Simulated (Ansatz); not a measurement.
Adsorption energy and surface dipole of F on the 1x1 (0001) surface of corundum (cut with top plane Al), one in a 1x1 cell, started at the site 'top Al', worked from the runs' numbers; total energies count from the potentials' own zero.

Host crystal: corundum, with a band gap (PBE, scalar-relativistic without spin-orbit coupling).

Computed with PBE (plane waves to 420 eV, PAW; Ansatz, a quantum-chemistry and plane-wave program).

Slab: 21 atoms, 6.7 Å thick at the start under the adsorbate (thin: gaps and levels are the slab's own); k 6x6x1, smearing 0.01 eV, dipole-corrected; 9 atoms held, the rest relaxed; symmetry of the start imposed; spin-polarised, ending with about 1.0 μB a cell, a value that depends on the mesh; orders that need a larger cell were not tried, no spin-orbit, no U, no dispersion correction. The slab shows no gap over 0.04 eV on its mesh. It is one chosen start, not shown to be the lowest state of the adsorbate.

```tsv
quantity	value
slab with the adsorbate	-11943.230 eV
clean slab, same cell and mesh	-11135.399 eV
reference, ½ F2(g)	-805.593 eV
area of the cell	20.03 Å²
change of the step from the bottom to the top vacuum level	3.695 eV
```

Q: What is the adsorption energy against this reference?

A: E(slab + adsorbate) − E(slab) − E(reference) = -2.24 eV, so in this state the adsorbate is more stable than in the reference, at a coverage of 4.99 a nm².

Q: What dipole does adsorption add to the slab along the outward normal (Helmholtz relation, ε₀ = 0.005526 e/(V·Å))?

A: p = −ε₀·A·ΔV = -0.409 e·Å = -1.96 D; its negative end points to the vacuum, which raises the vacuum level.
